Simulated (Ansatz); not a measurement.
A self-consistent single point of CaGa (Cm, 4 atoms in the cell) with Ansatz (a first-principles code).

Computed with PBEsol, default PAW files made with PBE (plane waves; Ansatz).

The change in words: lattice scaled by 0.98; kpoints.mp_grid.grid: 6 6 6 → 16 16 15; scf.occupations.width: 0.1 eV → 0.05 eV. Reference geometry:
```yaml
crystal:
  lattice:
    - [2.11838, -5.64932, 0.00000]
    - [2.11838, 5.64932, 0.00000]
    - [0.00000, 0.00000, 4.31520]
  atoms:
    - { symbol: Ca, position: [0.35566, 0.64434, 0.76159] }
    - { symbol: Ca, position: [0.64434, 0.35566, 0.25000] }
    - { symbol: Ga, position: [0.06499, 0.93501, 0.75000] }
    - { symbol: Ga, position: [0.93501, 0.06499, 0.25000] }
```

Reference input (self-consistent single point, DFT, PBEsol, plane waves, default PAW files made with PBE): basis.ecutwfc = 420 eV; kpoints.mp_grid.grid = 6 6 6; hamiltonian.xc = pbesol; hamiltonian.pseudopotentials = {kind: paw} (the program's default PAW files); scf.occupations.method = gaussian; scf.occupations.width = 0.1 eV. This run's input differs from it in these lines:

Ansatz 0.2 input:
```diff
@@ -2,5 +2,5 @@
   lattice:
-    - [2.118376, -5.649316, 0.000000]
-    - [2.118376, 5.649316, 0.000000]
-    - [0.000000, 0.000000, 4.315205]
+    - [2.076008, -5.536330, 0.000000]
+    - [2.076008, 5.536330, 0.000000]
+    - [0.000000, 0.000000, 4.228901]
   atoms:
@@ -14,3 +14,3 @@
   mp_grid:
-    grid: [6, 6, 6]
+    grid: [16, 16, 15]
 hamiltonian:
@@ -22,3 +22,3 @@
     method: gaussian
-    width: 0.1
+    width: 0.05
 output:
```

The program printed (abridged):

```
SCF iter   1: F=—  HF=-11075.758221 eV  |F-HF|=—  |Δ(HF+E_count)|=         —  Δρ=3.17e-3  dr2=1.14e-2  ethr=1.77e-3  ⟨swp⟩=8.7  Hψ=145094  notcnv=0
all-band conjugate gradients solve this SCF's bands
preconditioner: auto → Kerker (q_TF=auto, 2.408 Å⁻¹)
SCF iter   2: F=—  HF=-11075.756287 eV  |F-HF|=—  |Δ(HF+E_count)|=   1.93e-3  Δρ=1.59e-3  dr2=3.97e-3  ethr=2.47e-5  ⟨swp⟩=3.0  Hψ=62419  notcnv=0  defer=710
   [... lines left out ...]
SCF iter   4: F=—  HF=-11075.755145 eV  |F-HF|=—  |Δ(HF+E_count)|=   2.51e-4  Δρ=3.04e-4  dr2=1.31e-4  ethr=1.29e-6  ⟨swp⟩=2.0  Hψ=43056  notcnv=0  defer=710
SCF iter   5: F=—  HF=-11075.755118 eV  |F-HF|=—  |Δ(HF+E_count)|=   2.77e-5  Δρ=8.14e-5  dr2=1.35e-5  ethr=2.85e-7  ⟨swp⟩=3.0  Hψ=43426  notcnv=0  defer=710
SCF iter   6: F=—  HF=-11075.755111 eV  |F-HF|=—  |Δ(HF+E_count)|=   6.92e-6  Δρ=2.36e-5  dr2=8.95e-7  ethr=2.93e-8  ⟨swp⟩=2.0  Hψ=33061  notcnv=0  defer=710
SCF iter   7: F=-11075.755110 eV  HF=-11075.755111 eV  |F-HF|=1.72e-8  |Δ(HF+E_count)|=   8.22e-8  Δρ=5.73e-6  dr2=4.93e-8  ethr=2.17e-10  ⟨swp⟩=6.2  Hψ=128954  notcnv=0
SCF 1 converged in 7 iterations: F = -11075.755110 eV  dr2 = 4.93e-8
Free energy (F): -11075.755110 eV
Internal energy: -11075.751971 eV  (E = F + TS)
E sigma→0 (E₀):  -11075.753541 eV
Entropy (-TS):   -0.003140 eV (-0.785 meV/atom)
Fermi energy:    7.933464 eV
--- Forces (eV/Å), atoms counted from 1 ---
  atom   1  Ca     0.00000000     0.13946828    -0.17112267
  atom   2  Ca     0.00000000    -0.13643163     0.05605945
  atom   3  Ga     0.00000000    -0.18397595    -0.01244810
  atom   4  Ga     0.00000000     0.18093942     0.12751238
--- Stress (GPa, compression-positive) ---
        1.080348       0.000000       0.000000
        0.000000       2.538511      -0.075753
        0.000000      -0.075753       2.583174
  P = ⅓ Tr σ = 2.0673 GPa (20.673 kbar)
  The stress holds the Pulay correction. Without it, at fixed plane waves, as pw.x and ABINIT print it: P = 2.0534 GPa
```

The run converged in 7 iterations. Against the reference run the free energy goes up by 7.6 meV/atom, the pressure goes from -0.75 to 2.07 GPa and the largest force goes from 0.152 to 0.221 eV/Å.

The starting cell comes from a database of computed structures (which also holds hypothetical and non-ambient phases and stackings), without a prior relaxation at this level. Its lattice was rescaled by up to half a per cent. One atom was moved a little off its site on purpose. For this run, on top of that: lattice scaled by 0.98. Ansatz's pressure includes its estimate of the finite-basis (Pulay) stress.

Cost on one core of a shared machine: roughly 3 min.
